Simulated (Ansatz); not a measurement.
Effect of pressure −2 GPa on CaO

Base system: CaO in the rock salt structure (space group Fm-3m, No. 225; a = 4.795 Å).

Perturbation: hydrostatic tension (pressure −2 GPa).

Calculations: r2SCAN (Ansatz, a quantum-chemistry and plane-wave program), no spin-orbit coupling. Settings: 12×12×12 k-points, 0.05 eV Fermi–Dirac smearing.

The volume per atom rises by 0.25 Å³ (13.78 Å³ → 14.03 Å³) and the lattice parameter a rises by 0.0286 Å, from 4.795 Å to 4.823 Å. The band gap remains 4.20 eV and the gap character stays indirect, Γ → X. The mean gap deformation potential ΔEg/Δln V comes out as +0.2 eV and the width of the top valence band decreases by 0.035 eV, from 1.20 eV to 1.17 eV. The electron mass remains 1.4 mₑ along k, 0.44 mₑ across (at X) and the hole mass (degenerate bands, along [100]) remains 0.37, 2.9, 2.9 mₑ (at Γ). The valley order (the lowest conduction-band minima on the path, energy above the VBM, named in the base's zone) goes from X along ⟨100⟩ 4.20 eV; Γ 5.50 eV to X along ⟨100⟩ 4.20 eV; Γ 5.35 eV.

Final structure:

```
CaO
1.0
    0.00000     2.41170     2.41170
    2.41170     0.00000     2.41170
    2.41170     2.41170     0.00000
O Ca
1 1
Direct
  0.00000   0.00000   0.00000
  0.50000   0.50000   0.50000
```

Load acts through the strain it causes; cell and atoms are relaxed under it. Effective masses come from finite differences of ±0.01 Å⁻¹. Along k means along the line from Γ to the band edge. Whether these cells are dynamically stable was not tested.
